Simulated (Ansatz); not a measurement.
CdS: S → Si

The reference is CdS in the zinc blende structure (space group F-43m, No. 216; a = 5.878 Å).

Now apply this change: every S is replaced by Si; the structure is relaxed again.

The values are results of r2SCAN in Ansatz (plane waves to 500 eV, PAW, no SOC), not measurements. k-mesh 14×14×14 (Γ-centred); smearing 0.05 eV (Fermi–Dirac), for the changed cell.

| quantity | base | changed | shift |
|---|---|---|---|
| volume per atom | 25.38 Å³ | 26.50 Å³ | +1.114 Å³ |
| density | 4.73 g/cm³ | 4.40 g/cm³ | -0.323 g/cm³ |
| lattice parameter a | 5.878 Å | 5.963 Å | +0.085 Å |
| space group | F-43m (No. 216) | F-43m (No. 216) | – |
| band gap | 1.54 eV | zero | – |

No phonon test of stability was made. As relaxed here, CdSi is a hypothetical phase, not in the database extracts checked. The final runs are not spin-polarised.

Ansatz is a program for electronic structure.
